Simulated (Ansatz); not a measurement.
## MoSi₂ (space group I4/mmm, No. 139)

```xyz
3
Lattice="-1.6011 1.6011 3.9097 1.6011 -1.6011 3.9097 1.6011 1.6011 -3.9097" Properties=species:S:1:pos:R:3 pbc="T T T"
Mo     0.0000     0.0000     0.0000
Si     0.0000     0.0000     2.6219
Si     0.0000     0.0000     5.1976
```

Method: DFT with r2SCAN, PAW potentials and a 500 eV plane-wave cutoff in Ansatz (a program for electronic structure), no spin-orbit coupling, earlier PAW set. k-mesh 14×14×14 (Γ-centred); smearing 0.05 eV (Fermi–Dirac).

- Volume per atom: 13.36 Å³
- Density: 6.30 g/cm³
- Band gap: zero
- Total energy: -2082.388 eV/atom (σ→0; compares only within this code and set-up)

Stability against distortions was not tested. All final runs are without spin polarisation.
